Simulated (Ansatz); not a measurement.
Functionals compared on O on the 1x1 (111) surface of fcc Cu, one in a 2x2 cell, started at the site 'hollow Cu-Cu-Cu over Cu at depth 4.1 Å', in Ansatz (plane waves, PAW). The structure was relaxed with PBE; the other rows are single points on it, each with its references at the same level. Cutoff 420 eV (500 eV for r2SCAN).

Slab: 17 atoms, 6.2 Å thick at the start under the adsorbate (thin: gaps and levels are the slab's own); k 6x6x1, smearing 0.1 eV, dipole-corrected; 8 atoms held, the rest relaxed; held to the start's symmetry, so lower structures may exist; spin-polarised, no spin-orbit, no U, no dispersion correction. The starting moment vanished. At the end it is bonded to 3 Cu. In PBE it is, or lies within 0.03 eV of, the lowest of the starts that converged. These notes are the PBE run's. r2SCAN: The program's check for a lower electronic state was not made. Adsorption energies are against ½ O2(g). A negative adsorption energy means that the adsorbate is more stable on the surface than in its reference.

| functional | adsorption energy (eV) | work function of the top face (eV) | change of the work function (eV) | magnetic moment of the cell (μB) | rough cost of the single point |
|---|---|---|---|---|---|
| PBE | -1.53 | 5.70 | 0.93 | 0.00 | – |
| RPBE | -1.25 | 5.52 | 0.92 | 0.00 | around 5 core-minutes (rough) |
| r2SCAN | ? | ? | ? | 0.00 | very roughly 14 core-minutes |

Task: What belongs in the gaps?

Result: 
- r2SCAN, adsorption energy (eV): -1.82
- r2SCAN, work function of the top face (eV): 5.80
- r2SCAN, change of the work function (eV): 1.00

Ansatz is a first-principles code.
